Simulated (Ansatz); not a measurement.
# CuIr2S4: pressure series

The parent structure is CuIr$_{2}$S$_{4}$ in the spinel structure (space group Fd-3m, No. 227; a = 9.783 Å).

Cell and atoms are relaxed at each pressure.

All numbers come from Ansatz (an electronic-structure program) PBEsol, no spin-orbit coupling.

Two rows of this table had their results exchanged by mistake.

```json
[
 {"pressure": "pressure −2 GPa", "volume per atom (Å³)": "16.99", "shortest distance (Å)": "2.304", "band gap": "zero"},
 {"pressure": "pressure −1 GPa", "volume per atom (Å³)": "16.85", "shortest distance (Å)": "2.293", "band gap": "zero"},
 {"pressure": "pressure 0.3 GPa", "volume per atom (Å³)": "15.90", "shortest distance (Å)": "2.220", "band gap": "zero"},
 {"pressure": "pressure 0.7 GPa", "volume per atom (Å³)": "16.63", "shortest distance (Å)": "2.276", "band gap": "zero"},
 {"pressure": "pressure 1.5 GPa", "volume per atom (Å³)": "16.53", "shortest distance (Å)": "2.268", "band gap": "zero"},
 {"pressure": "pressure 3 GPa", "volume per atom (Å³)": "16.36", "shortest distance (Å)": "2.255", "band gap": "zero"},
 {"pressure": "pressure 5 GPa", "volume per atom (Å³)": "16.14", "shortest distance (Å)": "2.238", "band gap": "zero"},
 {"pressure": "pressure 7.5 GPa", "volume per atom (Å³)": "16.69", "shortest distance (Å)": "2.281", "band gap": "zero"},
 {"pressure": "pressure 10 GPa", "volume per atom (Å³)": "15.67", "shortest distance (Å)": "2.202", "band gap": "zero"}
]
```

### Question
Which two?

### Answer
The rows for pressure 0.3 GPa and pressure 7.5 GPa: the volume has to fall steadily with pressure, so 16.69 Å³ belongs to pressure 0.3 GPa and 15.90 Å³ to pressure 7.5 GPa.

Load acts through the strain it causes; cell and atoms are relaxed under it. No phonon test of stability was made. No other phases were tried under pressure. All final runs are without spin polarisation.
